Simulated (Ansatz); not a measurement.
Partial pair distribution functions of a relaxed model of amorphous Li₈₇P₃₀O₁₀₅N₉, broadened by 0.06 Å; density 2.21 g/cm³. All values below come from PBE, scalar-relativistic without spin-orbit coupling (plane waves to 420 eV, PAW; Ansatz, an electronic-structure program).

The cell was made by melting and quenching with the CHGNet potential and then relaxed with DFT. O and N atoms were pushed apart under 1.9 Å during the dynamics, to hinder bonds among them. The hot cell started wider than the set density and was brought back towards it in steps. It is the lowest in DFT energy of 8 quenches. It is a model cell: composition and starting density were chosen by hand, and all elements were melted together. No dispersion term was used. Its density started from a set value of 2.29 and ended at 2.21 g/cm³. The simulated quench (nominally 320 K/ps over its main leg) is rapid and tends to freeze in more defects than a deposited or slowly cooled glass has. A cell of this size samples the disorder only roughly. Volume and shape were free in the relaxation.

```tsv
r (Å)	g Li-O	g P-O	g Li-Li	g P-P
1.30	0.00	0.01	0.00	0.00
1.40	0.00	1.16	0.00	0.00
1.50	0.00	11.60	0.00	0.00
1.60	0.00	11.88	0.00	0.00
1.70	0.08	2.84	0.00	0.00
1.80	1.24	0.30	0.00	0.00
1.90	4.39	0.10	0.00	0.00
2.00	5.45	0.01	0.00	0.00
2.10	3.01	0.00	0.04	0.00
2.20	1.06	0.00	0.28	0.00
2.30	0.49	0.00	0.64	0.00
2.40	0.42	0.00	0.93	0.00
2.50	0.30	0.00	1.24	0.00
2.60	0.32	0.00	1.38	0.00
2.70	0.24	0.00	1.71	0.12
2.80	0.32	0.00	1.95	1.33
2.90	0.48	0.01	1.68	2.36
3.00	0.64	0.12	1.64	2.15
3.10	0.60	0.37	1.59	0.28
3.20	0.80	0.60	1.77	0.02
3.30	1.08	0.54	1.55	0.20
3.40	0.99	0.83	0.95	0.17
3.50	1.03	1.02	0.77	0.01
3.60	1.21	0.96	0.92	0.00
3.70	1.11	1.00	0.98	0.00
3.80	1.10	1.29	0.82	0.00
3.90	1.11	1.55	0.85	0.00
4.00	1.25	1.65	0.63	0.10
4.10	1.30	1.75	0.58	0.31
4.20	1.41	1.55	0.73	0.99
4.30	1.38	1.45	0.54	1.72
4.40	1.27	1.47	0.64	1.45
4.50	1.17	1.41	0.56	1.31
4.60	0.96	1.34	0.59	1.18
4.70	0.95	1.01	0.90	1.11
4.80	1.01	0.85	0.92	1.52
4.90	0.95	0.80	1.09	2.42
5.00	0.90	0.81	1.31	2.45
5.10	0.80	0.70	1.34	1.80
5.20	0.78	0.70	1.26	1.74
5.30	0.79	0.65	1.30	1.71
5.40	0.76	0.65	1.23	1.38
5.50	0.77	0.78	1.20	1.47
5.60	0.81	0.90	1.09	1.27
5.70	0.80	0.83	1.05	1.30
5.80	0.91	0.96	1.20	1.36
5.90	0.92	1.12	1.18	0.94
6.00	1.02	1.14	1.02	0.50
```

Within 2.66 Å each Li has 3.67 O neighbours on average.
